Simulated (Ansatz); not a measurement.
# A computed series for MgO: element substitutions

Base system: MgO in the rock salt structure (space group Fm-3m, No. 225; a = 4.2544 Å).

Each row replaces one element on all its sites; cell and atoms are relaxed.

The values are results of Ansatz (a first-principles code), PBE, PAW, cutoff 420 eV, without spin-orbit coupling, earlier PAW set, not measurements.

| change | density | shortest interatomic distance | band gap |
|---|---|---|---|
| base | 3.48 g/cm³ | 2.127 Å | 4.46 eV |
| O → F | (withheld) | (withheld) | zero |
| Mg → Ca | 3.30 g/cm³ | 2.415 Å | (withheld) |
| Mg → Sr | 4.91 g/cm³ | 2.598 Å | (withheld) |

Question: Complete the table.

Answer: 
- O → F, density: 2.42 g/cm³
- O → F, shortest interatomic distance: 2.459 Å
- Mg → Ca, band gap: 3.66 eV
- Mg → Sr, band gap: 3.33 eV

No phonon test of stability was made. As relaxed here, MgF is a hypothetical phase, not in the database extracts checked. All final runs are without spin polarisation. An odd electron count without spin: MgF.
